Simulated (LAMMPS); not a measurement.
MD of C (diamond structure) at zero pressure, 1000 atoms, as a crystal; each row is its own run.

Level of theory: classical MD, pair style tersoff, file SiC_1994.tersoff, run in LAMMPS.

```
T (K)  enthalpy (eV/atom)
-----  ------------------
200               -7.4210
300               -7.3949
1800              -6.9953
2400              -6.8334
3000              -6.6678
4200              -6.3464
4800              -6.1900
```

Question: Fit a straight line, y = a + b x, to these rows (x is the first column, y the second) and predict the run at x = 3600.

Answer: Least squares gives a = -7.4756 and b = 0.0002683. At x = 3600 the fit predicts -6.5098 eV/atom. The run itself gave -6.510 ± 0.001 eV/atom, so the fit is 0.2 meV/atom high, within the run's error.

Caution: in nature this polymorph isn't the stable one over the whole range of temperature at this pressure, and short runs keep a crystal in its starting form.

Caution (rows 200; 300): nuclei are classical, which matters for such light atoms.

Caution (rows 1800; 2400; 3000; 3600; 4200; 4800): a run this short can hold a crystal over, or a liquid under, the potential's own melting point, which these runs don't give.
